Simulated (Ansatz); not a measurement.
An Ansatz (a first-principles code) input (PBEsol (Ansatz), no SOC):

Ansatz 0.2 input:
```yaml
crystal:
  lattice:
    - [0.0292347754, 2.5644539834, 2.5644539834]
    - [2.5644539834, 0.0292347754, 2.5644539834]
    - [2.5936887588, 2.5936887588, 0]
  atoms:
    - { symbol: Be, position: [0, 0, 0] }
    - { symbol: Se, position: [0.25, 0.25, 0.25] }
basis: { ecutwfc: 420, ecutrho_ratio: 4, xc_grid: 2, fft_grid_basis: typed }
kpoints: { mp_grid: { grid: [11, 11, 11] } }
hamiltonian:
  xc: pbesol
  dispersion: none
  pseudopotentials: { kind: paw }
scf: { occupations: { method: fermi_dirac, width: 0.05 }, convergence: { dr2_threshold: 0.0000000002 } }
relax: { f_tol: 0.005, max_steps: 50 }
output: { forces: true, stress: true }
checkpoint: { write: state.ck, write_every: 1000 }
```

Question: Which symmetry and how many k-points will the program report, and about how many plane waves at Γ?

Answer: Space group Imm2 (ITA 44) with 4 operations, k-points 216 of 1331, and 651 plane waves at Γ.

The cells carry an imposed strain or load. Stability against distortions was not tested. The cell was made from BeSe in the zinc blende structure (space group F-43m, No. 216) by this change: tensor shear ε_xy = +1.14 %.
